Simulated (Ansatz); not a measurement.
The starting structures come from a database of crystals and need not be the phases stable at ambient conditions.

Tunnelling through a barrier is set by its complex band structure: the current falls as exp(−2κd) with the smallest κ.

Consider the following.

```
CELL_PARAMETERS angstrom
      6.12777     0.00000     0.00000
      0.00000     8.71580     0.00000
      0.00000     0.00000     6.22063
ATOMIC_POSITIONS crystal
  K  0.50881 0.25000 0.03969
  K  0.49119 0.75000 0.96031
  K  0.00881 0.75000 0.46031
  K  0.99119 0.25000 0.53969
  Ca 0.00000 0.00000 0.00000
  Ca 0.50000 0.00000 0.50000
  Ca 0.50000 0.50000 0.50000
  Ca 0.00000 0.50000 0.00000
  F  0.79325 0.45700 0.29195
  F  0.20675 0.54300 0.70805
  F  0.29325 0.54300 0.20805
  F  0.70675 0.45700 0.79195
  F  0.70675 0.04300 0.79195
  F  0.29325 0.95700 0.20805
  F  0.20675 0.95700 0.70805
  F  0.79325 0.04300 0.29195
  F  0.08166 0.25000 0.97146
  F  0.91834 0.75000 0.02854
  F  0.58166 0.75000 0.52854
  F  0.41834 0.25000 0.47146
```

Space group of this cell: Pnma. The cell is taken as given.

Transport runs along the normal of the first two printed cell vectors.

No gap correction and no spin-orbit coupling; mid-gap values are interpolated between computed energies.

Q: Compute, with Ansatz (a quantum-chemistry and plane-wave program) with r2SCAN, the band gap and the smallest decay constant κ at mid-gap.

A: Gap 7.63 eV on a 6×4×6 mesh; κ = 0.568 1/Å, at the zone centre.
